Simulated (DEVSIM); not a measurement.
Structure: illuminated Si p-on-n cell, one wavelength, at 300 K.

Layer 1 from the left is Si, thickness (μm) 0.600, Na (cm⁻³) 6.5e18, τn (s) 1.1e-8, τp (s) 2e-7, absorption coefficient (cm⁻¹) 12000. Layer 2 from the left is Si, thickness (μm) 75.0, Nd (cm⁻³) 2.3e16, τn (s) 5.5e-7, τp (s) 5.5e-7, absorption coefficient (cm⁻¹) 12000.

Left contact: ohmic, minority electron recombination velocity 10000 cm/s. Right contact: ohmic, minority hole recombination velocity 70000 cm/s. Voltage is applied to the left contact. Recombination: SRH at mid-gap, radiative, Auger. Light enters at the left, 1.3e17 photons cm⁻² s⁻¹, one pass, no reflection. Mobility is μmin + (μ − μmin)/(1 + (N/Nref)^α).

Constants are typed, rounded textbook-type inputs, not results; the design itself was drawn at random and stands for no fabricated device. Values at 300 K.

Si: gap (eV) 1.124, affinity (eV) 4.05, permittivity 11.7, Nc (cm⁻³) 2.86e19, Nv (cm⁻³) 3.1e19, μn (cm²/Vs) 1417, μp (cm²/Vs) 470, μn,min 52, μp,min 45, Nref,n 9.7e16, Nref,p 2.2e17, αn 0.68, αp 0.72, B (cm³/s) 4.7e-15, Cn (cm⁶/s) 2.8e-31, Cp (cm⁶/s) 9.9e-32.

DEVSIM, 1D drift-diffusion, Boltzmann statistics, complete ionisation; no tunnelling, impact ionisation, image-force lowering or self-heating.

What does the simulation give for the open-circuit voltage, the potential step across the device at zero bias, the largest field in the device at zero bias, the dark forward voltage at 100 A/cm²?

open-circuit voltage 0.579 V; potential step across the device at zero bias 0.899 V; largest field in the device at zero bias 150000 V/cm; dark forward voltage at 100 A/cm² 0.885 V.
